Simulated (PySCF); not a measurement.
PySCF 2.14.0, DF-MP2 (frozen core)/cc-pvtz, df: N[SiH2][SiH2][SiH2]CF, 16 atoms. The geometry is a generated start, not checked to be a minimum at this level.

* **task**: df-mp2
* **basis**: cc-pvtz
* **two-electron scheme**: density fitting
* **frozen core**: true
* **mf.init_guess**: minao (default)
* **mf.DIIS**: CDIIS (default)
* **mf.diis_space**: 8 (default)
* **mf.conv_tol**: 1e-09 (default)
* **basis functions (reference run)**: 332

On 4 threads, 1 BLAS thread. Build: conda-forge: OpenMP (GNU), OpenBLAS with its own threads, libcint, Libxc. One run each, on a shared machine, so no times are given.

Values of mol.max_memory tried: 8000 MB, 4000 MB, 2000 MB, 1000 MB, 500 MB, 300 MB, 200 MB.

### Question
How low can the memory setting go, and what changes on the way?

### Answer
It runs down to 200 MB, the lowest tried, with the same result. At 8000 MB: fitted integrals in memory. From 500 MB down: fitted integrals in a file.

```csv
mol.max_memory,path,peak memory
8000 MB,fitted integrals in memory,0.87 GiB
4000 MB,fitted integrals in memory,0.87 GiB
2000 MB,fitted integrals in memory,0.87 GiB
1000 MB,fitted integrals in memory,0.64 GiB
500 MB,fitted integrals in a file,0.35 GiB
300 MB,fitted integrals in a file,0.24 GiB
200 MB,fitted integrals in a file,0.17 GiB
```

Peak memory is the kernel's count for the largest process, libraries included and scratch files not.
